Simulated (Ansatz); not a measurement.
Worked calculations on one periodic cell of amorphous hafnium silicate (Hf18O38Si): Hf18O38Si, 57 atoms, volume 742.5 Å³, made by a melt-quench on the CHGNet potential and relaxed with DFT. O atoms were pushed apart under 1.9 Å during the dynamics, to hinder bonds among them. It is a model cell: composition and starting density were chosen by hand, and all elements were melted together. Cycles of charging were run to anneal it. The numbers are results of PBE, scalar-relativistic without spin-orbit coupling (plane waves to 420 eV, PAW; Ansatz, a quantum-chemistry and plane-wave program), not measurements. Sampling: a 2×2×2 Γ-centred mesh; Fermi-Dirac width 0.02 eV; no spin polarisation. Its volume was held where the quench left it, its shape was free, and it stands at a mean pressure of -0.9 GPa with stress components up to 0.9 GPa; the relaxation ran on the zone centre alone. Its density went from a set 8.61 to 8.61 g/cm³. The cell is small and was quenched far faster than a real film, so it is one sample of the glass.

Task: Count formal charges (Hf +4, O -2, Si +4). What does the count lead one to expect at the Fermi level, and what does the calculation give?

Result: 18 × (+4) + 38 × (-2) + 1 × (+4) = 0. The charges balance, so the anion-derived valence states can be full and a gap can open. On this mesh the highest filled and lowest empty level lie 3.72 eV apart, the PBE gap of this cell, with a localised state at one edge or both.

Four energies for an added electron at PBE on the zone centre alone (charged cells in a uniform background, spin-polarised): neutral at the neutral geometry -305274.115 eV; charged at the neutral geometry -305258.819 eV; charged and relaxed -305259.003 eV; neutral at the charged geometry -305273.688 eV.

Task: Find the two relaxation energies and their sum, the reorganisation energy.

Result: On charging: -305258.819 − (-305259.003) = 0.184 eV. On discharging: -305273.688 − (-305274.115) = 0.427 eV. The sum is 0.611 eV. The carrier's level spreads over 10 of the 57 atoms' worth, so it counts as partly localised, most on one Hf atom with neighbours O 2.04 Å, O 2.04 Å, O 2.06 Å, O 2.10 Å, O 2.27 Å, O 2.29 Å (neutral geometry). The values are uncorrected: the image energy of a point charge in this cell, 2.84 × 14.40 / (2 × 9.1) = 2.3 eV before screening, is screened by electrons alone at the fixed geometry and by ions too after relaxing, and the carrier can be spread before it relaxes, so each term can be off by up to that value times 1/ε∞, some tenths of an eV. PBE's self-interaction favours spread-out carriers, so a hybrid can localise more.

Four energies for a hole at PBE on the zone centre alone (charged cells in a uniform background, spin-polarised): neutral at the neutral geometry -305274.115 eV; charged at the neutral geometry -305285.482 eV; charged and relaxed -305285.823 eV; neutral at the charged geometry -305273.447 eV.

Task: Find the two relaxation energies and their sum, the reorganisation energy.

Result: On charging: -305285.482 − (-305285.823) = 0.341 eV. On discharging: -305273.447 − (-305274.115) = 0.668 eV. The sum is 1.009 eV. The carrier's level spreads over 4 of the 57 atoms' worth, so it counts as localised, most on one O atom with neighbours Hf 2.03 Å, Hf 2.04 Å, Hf 2.25 Å (neutral geometry). The values are uncorrected: the image energy of a point charge in this cell, 2.84 × 14.40 / (2 × 9.1) = 2.3 eV before screening, is screened by electrons alone at the fixed geometry and by ions too after relaxing, and the carrier can be spread before it relaxes, so each term can be off by up to that value times 1/ε∞, some tenths of an eV. PBE's self-interaction favours spread-out carriers, so a hybrid can localise more.
